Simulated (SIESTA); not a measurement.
Worked example: relaxation of cell and atoms of Ga₂Pt (P1, 3 atoms in the cell) in SIESTA.

Level of theory: LDA PW92, numerical atomic orbitals DZP, PseudoDojo LDA standard norm-conserving potentials (rewritten from UPF to PSML) (SIESTA).

```
Ga2Pt
1.0
    0.00000     2.96792     2.96792
    2.96792     0.00000     2.96792
    2.96792     2.96792     0.00000
Ga Pt
2 1
Cartesian
  4.43419   4.42895   4.45378
  1.54881   1.41680   1.45623
 -0.04716   0.09009   0.02582
```

Reference input (self-consistent single point, DFT, LDA PW92, numerical atomic orbitals DZP, PseudoDojo LDA standard norm-conserving potentials (rewritten from UPF to PSML)): XC.functional = LDA; XC.authors = PW92; potentials = PseudoDojo LDA standard; PAO.BasisSize = DZP; PAO.EnergyShift = 0.005 Ry; MeshCutoff = 350 Ry; kgrid.MonkhorstPack = 6 6 6; OccupationFunction = FD; ElectronicTemperature = 1160.45 K; MaxSCFIterations = 150; SCF.Mixer.Method = Pulay; SCF.Mixer.Weight = 0.25. This run's input differs from it in these lines:

```diff
@@ -42,2 +42,7 @@
 Diag.ParallelOverK           true
+MD.TypeOfRun                 CG
+MD.Steps                     40
+MD.MaxForceTol               0.02 eV/Ang
+MD.VariableCell              true
+MD.MaxStressTol              0.05 GPa
 WriteForces                  true
```

The program printed (abridged):

```
        iscf     Eharris(eV)        E_KS(eV)     FreeEng(eV)     dDmax    Ef(eV) dHmax(eV)
   scf:    1    -7677.715732    -7705.090856    -7705.134556  0.972216 -3.481270 16.127489
   scf:    2    -7713.235387    -7711.886394    -7711.921340  0.406121 -4.356428  2.198286
   scf:    3    -7712.023888    -7711.959953    -7711.995511  0.093142 -4.379160  1.398900
   scf:    4    -7712.044461    -7712.009122    -7712.046282  0.167401 -4.471643  0.085165
   scf:    5    -7712.008694    -7712.009270    -7712.046239  0.006401 -4.479027  0.105310
   scf:    6    -7712.009519    -7712.009465    -7712.046521  0.002195 -4.473926  0.020321
   scf:    7    -7712.009410    -7712.009443    -7712.046532  0.000805 -4.472531  0.003785
   scf:    8    -7712.009463    -7712.009454    -7712.046532  0.000183 -4.472686  0.001353
   scf:    9    -7712.009452    -7712.009453    -7712.046532  0.000072 -4.472679  0.000384
SCF Convergence by DM+H criterion
max |DM_out - DM_in|         :     0.0000718090
max |H_out - H_in|      (eV) :     0.0003836650
SCF cycle converged after 9 iterations

Using DM_out to compute the final energy and forces

siesta: E_KS(eV) =            -7712.0095

siesta: E_KS - E_eggbox =     -7712.0095

siesta: Atomic forces (eV/Ang):
     1   -0.021527    0.406141    0.117443
     2   -0.518222    0.664373   -0.051290
     3    0.539579   -1.070591   -0.068308
   Tot   -0.000170   -0.000077   -0.002155
   Max    1.070591
   Res    0.509222    sqrt( Sum f_i^2 / 3N )
   Max    1.070591    constrained

Stress tensor Voigt[x,y,z,yz,xz,xy] (kbar):       14.20       21.73       13.23       13.55       -7.63        5.64
(Free)E + p*V (eV/cell)    -7712.5813
Target enthalpy (eV/cell)    -7712.0465

   [... lines left out ...]
siesta: Pressure (static):        -16.38583392  kBar
siesta: Pressure (total):        -16.38583392  kBar
No target stress found, assuming hydrostatic MD.TargetPressure.
Target stress (kBar)
outcell: Cell volume (Ang**3)        :     51.0641
        iscf     Eharris(eV)        E_KS(eV)     FreeEng(eV)     dDmax    Ef(eV) dHmax(eV)
siesta: Pressure (static):          0.00544809  kBar
siesta: Pressure (total):          0.00544809  kBar
outcell: Cell volume (Ang**3)        :     51.0641
siesta: FreeEng =     -7712.168543
   [... lines left out ...]
   3 17.901   1.903  -0.500   0.535   1.971   1.971   1.971   0.412   0.412
              0.412   1.760   1.760   1.889   1.760   1.889  -0.052  -0.052

             -0.042  -0.052  -0.042

mulliken: Qtot =       44.000

Mulliken Atomic Populations:
Atom #   charge [q] valence [e]  Species
     1    -0.049419   13.049419  Ga
     2    -0.049418   13.049418  Ga
     3     0.098837   17.901163  Pt
 Total     0.000000
```

The run converged. 

Summary of the result:
```
Property                                                                                         Result
------------------------------------  -----------------------------------------------------------------
Free energy E − TS                                                                        -7712.1685 eV
Fermi level (on the code's own zero)                                                           -4.48 eV
Pressure                                                                                       0.00 GPa
Largest force (vector length)                                                                0.005 eV/Å
Final cell                            a = 4.167 Å, b = 4.162 Å, c = 4.163 Å, α = 59.97°, β = γ = 60.02°
Final volume per atom                                                                          17.02 Å³
Relaxation steps                                                                                     27
```

The starting cell comes from a database of computed structures (which also holds hypothetical and non-ambient phases and stackings), without a prior relaxation at this level. Its atoms were displaced at random from the sites of space group no. 225. Spin polarisation is off. Values carry the incompleteness of an atom-centred basis.

Cost on one core of a shared machine: roughly 10 min.
